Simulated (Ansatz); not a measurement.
Base system: InP in the zinc blende structure (space group F-43m, No. 216; a = 5.878 Å). Axes: x, y, z lie along the cube axes.

Level of theory: PBEsol (Ansatz, a program for electronic structure, PAW, no spin-orbit coupling).

One thing is altered: uniaxial strain ε_zz = +2.50 %, all other strain components held at zero; the atoms relax in the strained cell.

### Question
Predict the stress tensor and what it implies for the stiffness.

### Answer
Stress of the strained cell less that of the base (GPa, compression positive):
```
  -1.20    0.00    0.00
   0.00   -1.20    0.00
   0.00    0.00   -2.30
```

Then −Δσ_ii/ε with ε = 0.0250 gives secant stiffness values (nonlinear terms included at this strain): C33 ≈ 92 GPa, C13 ≈ 48 GPa and C23 ≈ 48 GPa.

As a check, the harmonic strain energy −½ V₀ Δσ:ε is 4.6 meV/atom; the computed energy rise is 4.6 meV/atom.

Stability against distortions was not tested.
